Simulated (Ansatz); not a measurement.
Take Y in the hcp (Mg type) structure (space group P6_3/mmc, No. 194; relaxed with 0.1 eV smearing) as the base.

```
Y
1.0
    3.59431     0.00000     0.00000
   -1.79716     3.11277     0.00000
    0.00000     0.00000     5.60992
Y
2
Cartesian
  1.79716   1.03759   4.20744
  0.00000   2.07518   1.40248
```

Cartesian axes are those of the cell as printed.

All numbers come from Ansatz (a first-principles code) PBEsol, scalar-relativistic without spin-orbit coupling.

Strains are applied to the cell and any free atomic positions relax.

One change was made to it. Results:

| quantity | base | after |
|---|---|---|
| energy relative to the base (free energy F) | 0 meV/atom | +2.1 meV/atom |
| pressure (mean of the normal stresses, compression positive) | 0.0 GPa | 0.0 GPa |

Problem. Which change produced these results?
A. tensor shear ε_xz = +1.43 %
B. tensor shear ε_xz = +0.29 %
C. tensor shear ε_xz = +0.57 %
D. tensor shear ε_xz = +2.00 %

Solution. A, tensor shear ε_xz = +1.43 %. For comparison, the energy relative to the base in the other runs: tensor shear ε_xz = +0.29 % gives +0.1 meV/atom; tensor shear ε_xz = +2.00 % gives +4.0 meV/atom; tensor shear ε_xz = +0.57 % gives +0.3 meV/atom.

Whether these cells are dynamically stable was not tested. All final runs are without spin polarisation.
